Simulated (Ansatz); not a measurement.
Base system: BaTiO$_{3}$ in the cubic perovskite structure (space group Pm-3m, No. 221; a = 4.019 Å).

The change: an isotropic linear strain of −2.03 %; the atoms relax in the strained cell.

Levels (all Ansatz, a first-principles code, PAW, earlier PAW set): PBE (420 eV, no spin-orbit coupling); r2SCAN (500 eV, no spin-orbit coupling); HSE06 (420 eV, spin-orbit coupling left out); PBE+SOC (420 eV, spin-orbit coupling included).

One geometry, relaxed with PBE, under each level:

Notes on the quantities. electron mass: degenerate bands, along [100]; hole mass: degenerate bands, along [100].

The valence-band top lists the three highest levels at Γ (Kramers pairs under SOC), from the VBM.

| level | band gap | lowest conduction level above the VBM at special points | valence-band top at Γ | electron mass | hole mass | pressure |
|---|---|---|---|---|---|---|
| PBE | 1.92 eV | Γ 1.92 eV; X 2.06 eV; M 3.81 eV; R 4.53 eV | – | – | – | 11.51 GPa |
| r2SCAN | 2.29 eV | Γ 2.29 eV; X 2.42 eV; M 4.15 eV; R 4.88 eV | – | – | – | 8.50 GPa |
| HSE06 | 3.34 eV | Γ 3.34 eV; X 3.51 eV; M 5.44 eV | – | – | – | – |
| PBE+SOC | 1.90 eV | Γ 1.90 eV; X 2.05 eV; M 3.79 eV; R 4.52 eV | 0.00, 0.00, -0.15 eV | 0.39, 1.1 mₑ (at Γ) | 0.40, 1.0 mₑ (at Γ) | 11.51 GPa |

Single points use the geometry relaxed with PBE. Their cutoffs differ, which shifts pressures a little. HSE06 gaps are upper bounds (no full band path). Differences between runs with and without spin-orbit coupling are approximate. Effective masses come from finite differences of ±0.01 Å⁻¹. Whether these cells are dynamically stable was not tested. The runs without spin-orbit coupling are not spin-polarised. Many cubic perovskites are stable only at high temperature; tilts and polar distortions were not tested. This is not the structure that BaTiO3 has at room temperature and ambient pressure.
